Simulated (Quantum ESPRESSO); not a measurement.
Input and output of a self-consistent single point for ZrRh₃ (P1, 4 atoms in the cell) (Quantum ESPRESSO).

Computed with LDA (PZ), GBRV 1.5 ultrasoft (LDA) pseudopotentials (plane waves; Quantum ESPRESSO).

The change in words: atoms moved at random. Reference geometry:
```
ZrRh3
1.0
    3.93411     0.00000     0.00000
    0.00000     3.93411     0.00000
    0.00000     0.00000     3.93411
Zr Rh
1 3
Cartesian
  0.00000   0.00000   0.00000
  1.96705   1.96705   0.00000
  0.00000   1.96705   1.96705
  1.96705   0.00000   1.96705
```

Reference input (self-consistent single point, DFT, LDA (PZ), plane waves, GBRV 1.5 ultrasoft (LDA) pseudopotentials): ecutwfc = 40 Ry; ecutrho = 320 Ry; occupations = smearing; smearing = fd; degauss = 0.0036749 Ry; potentials = {Zr: zr_lda_v1.uspp.F.UPF, Rh: rh_lda_v1.4.uspp.F.UPF}; K_POINTS = automatic 6 6 6 0 0 0; conv_thr = 1e-10 Ry. This run's input differs from it in these lines:

```diff
@@ -29,6 +29,6 @@
 ATOMIC_POSITIONS {bohr}
-Zr    0.0000000000    0.0000000000    0.0000000000
-Rh    3.7171952221    3.7171952221    0.0000000000
-Rh    0.0000000000    3.7171952221    3.7171952221
-Rh    3.7171952221    0.0000000000    3.7171952221
+Zr   -0.0012787152    0.0518325702    0.0707828314
+Rh    3.7599727047    3.6297147497   -0.0023195298
+Rh    0.0205337864    3.7902901489    3.7514082869
+Rh    3.6551552338   -0.0374470247    3.6145114213
 K_POINTS {automatic}
```

Output (repeated stretches shortened):

```
     Self-consistent Calculation

     iteration #  1     ecut=    40.00 Ry     beta= 0.70

     negative rho (up, down):  2.286E-01 0.000E+00

     total energy              =    -612.33022854 Ry
     estimated scf accuracy    <       2.21359875 Ry

     iteration #  2     ecut=    40.00 Ry     beta= 0.70

     negative rho (up, down):  2.222E-01 0.000E+00

     total energy              =    -612.29704712 Ry
     estimated scf accuracy    <       8.18679385 Ry

     iteration #  3     ecut=    40.00 Ry     beta= 0.70

     negative rho (up, down):  2.247E-01 0.000E+00

     total energy              =    -613.52173444 Ry
     estimated scf accuracy    <       0.00980266 Ry

   [... 9 blocks of this kind left out ...]

     iteration # 13     ecut=    40.00 Ry     beta= 0.70

     negative rho (up, down):  2.247E-01 0.000E+00

     total energy              =    -613.52991533 Ry
     estimated scf accuracy    <          1.6E-10 Ry

     iteration # 14     ecut=    40.00 Ry     beta= 0.70

     negative rho (up, down):  2.247E-01 0.000E+00
     End of self-consistent calculation

     Number of k-points >= 100: set verbosity='high' to print the bands.

     the Fermi energy is    19.3094 ev

!    total energy              =    -613.52991533 Ry
     estimated scf accuracy    <          5.6E-12 Ry
     smearing contrib. (-TS)   =      -0.00211453 Ry
     internal energy E=F+TS    =    -613.52780080 Ry

     convergence has been achieved in  14 iterations

     negative rho (up, down):  2.247E-01 0.000E+00

     Forces acting on atoms (cartesian axes, Ry/au):

     atom    1 type  1   force =    -0.00135049   -0.00902037   -0.01605962
     atom    2 type  2   force =    -0.00860506    0.01962098   -0.00449048
     atom    3 type  2   force =    -0.00462344   -0.01529796   -0.00464610
     atom    4 type  2   force =     0.01457899    0.00469735    0.02519620

     Total force =     0.044348     Total SCF correction =     0.000009

     negative rho (up, down):  2.247E-01 0.000E+00
          total   stress  (Ry/bohr**3)                   (kbar)     P=     -108.43
  -0.00072632   0.00000935   0.00001459         -106.85        1.38        2.15
   0.00000935  -0.00074137  -0.00001626            1.38     -109.06       -2.39
   0.00001459  -0.00001626  -0.00074358            2.15       -2.39     -109.38

   JOB DONE.
```

The run converged in 14 iterations. Against the reference run the free energy rises by 14.8 meV/atom, the pressure goes from -11.50 to -10.84 GPa and the largest force goes from 0.000 to 0.758 eV/Å.

The starting cell comes from a database of computed structures (which also holds hypothetical and non-ambient phases and stackings), without a prior relaxation at this level. For this run, on top of that: atoms moved at random. Spin polarisation is off. With a pressure of about -11 GPa the cell is away from its equilibrium volume at this level.

Cost on one core of a shared machine: roughly 2 min.
